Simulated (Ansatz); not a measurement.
Take TaTlO$_{3}$ in the cubic perovskite structure (space group Pm-3m, No. 221; a = 4.034 Å; a cell from a computed database, its experimental status unchecked) as the base. Axes: x, y, z lie along the cube axes.

Now apply this change: uniaxial strain ε_yy = −5.53 %, all other strain components held at zero, atoms relaxed at fixed cell.

Levels (all Ansatz, an electronic-structure program, PAW): PBEsol (420 eV, without spin-orbit coupling); r2SCAN (500 eV, no spin-orbit coupling); HSE06 (420 eV, no spin-orbit coupling).

At the geometry relaxed with PBEsol, these levels gave the following band gaps, in shuffled order: (a) 0.48 eV, (b) 1.00 eV, (c) 0.18 eV.

**Question.** Match each gap to its level.

**Answer.** (a) r2SCAN; (b) HSE06; (c) PBEsol.

Single points use the geometry relaxed with PBEsol. HSE06 gaps are upper bounds (no full band path). Spin-orbit coupling, missing from the scalar runs, can matter with Ta and Tl. No phonon test of stability was made. Many cubic perovskites are stable only at high temperature; tilts and polar distortions were not tested. A zero or small gap of TaTlO3 under uniaxial strain ε_yy = −5.53 % can be the functional's error rather than a property of the material.
